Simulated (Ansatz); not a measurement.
**A computed series for CdS: pressure series**

Consider CdS in the zinc blende structure (space group F-43m, No. 216; a = 5.927 Å).

Cell and atoms are relaxed at each pressure.

Computed with plane-wave PAW DFT at the PBE level (Ansatz, an electronic-structure program, 420 eV), scalar-relativistic without spin-orbit coupling.

Notes on the quantities. enthalpy: H = E + PV relative to the base's energy.

```
variant            electron mass     density        enthalpy
----------------  --------------  ----------  --------------
base              0.12 mₑ (at Γ)  4.61 g/cm³               –
pressure −2 GPa   0.11 mₑ (at Γ)  4.42 g/cm³   -0.33 eV/atom
pressure −1 GPa   0.12 mₑ (at Γ)  4.52 g/cm³   -0.16 eV/atom
pressure 3 GPa    0.13 mₑ (at Γ)  4.85 g/cm³   +0.47 eV/atom
pressure 7 GPa    0.13 mₑ (at Γ)  5.11 g/cm³   +1.08 eV/atom
pressure 15 GPa              ___         ___   +2.20 eV/atom
pressure 30 GPa   0.16 mₑ (at Γ)  6.16 g/cm³   +4.12 eV/atom
pressure 50 GPa   0.17 mₑ (at Γ)  6.79 g/cm³   +6.43 eV/atom
pressure 75 GPa   0.18 mₑ (at Γ)  7.41 g/cm³   +9.06 eV/atom
pressure 100 GPa  0.18 mₑ (at Γ)  7.93 g/cm³  +11.50 eV/atom
```

Problem. Some entries are withheld; estimate them.

Solution. 
- pressure 15 GPa, electron mass: 0.14 mₑ (at Γ)
- pressure 15 GPa, density: 5.54 g/cm³

The levels and masses belong to the bands next to the band gap. Load acts through the strain it causes; cell and atoms are relaxed under it. Effective masses come from finite differences of ±0.01 Å⁻¹. No phonon test of stability was made. Tetrahedral semiconductors of this kind turn to denser phases somewhere between about 1 and 50 GPa; those were not computed, so compressed cells here can lie past the real transition.
